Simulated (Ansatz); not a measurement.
Band structure of PtAl2 (Fm-3m, 3 atoms in the cell).

```
PtAl2
1.0
    0.00000     2.94407     2.94407
    2.94407     0.00000     2.94407
    2.94407     2.94407     0.00000
Al Pt
2 1
Cartesian
  1.47203   1.47203   1.47203
  4.41610   4.41610   4.41610
  0.00000   0.00000   0.00000
```

Method of the run: PBE (plane waves, PAW; Ansatz, a program for electronic structure).

Settings: kpoints.mp_grid.grid = 8 8 8; hamiltonian.xc = pbe; hamiltonian.pseudopotentials = {kind: paw} (the program's default PAW files); scf.occupations.method = fermi_dirac; scf.occupations.width = 0.136 eV; kpoints.band_path.npoints = 8.

The starting cell has typed, rounded lattice constants, without a prior relaxation at this level. Its lattice was rescaled by a random factor within 2.5 % of one. Spin-orbit coupling is off. Spin polarisation is off.

Levels in eV from the Fermi level, bands 10 to 15:
| point | 10 | 11 | 12 | 13 | 14 | 15 |
|---|---|---|---|---|---|---|
| Γ | -3.77 | 3.03 | 3.81 | 3.81 | 3.81 | 5.46 |
| X | -3.47 | -3.26 | -1.64 | -1.64 | 3.21 | 3.38 |
| W | -3.32 | -2.82 | -2.82 | -0.91 | 5.23 | 5.23 |
| K | -3.71 | -3.10 | -2.04 | -0.63 | 3.33 | 5.43 |
| L | -3.54 | -3.54 | 1.00 | 1.00 | 3.78 | 5.18 |
| U | -3.71 | -3.10 | -2.04 | -0.63 | 3.33 | 5.43 |

Bands cross the Fermi level along this path, so the cell is metallic at this level.

Keys are those of Ansatz 0.2.
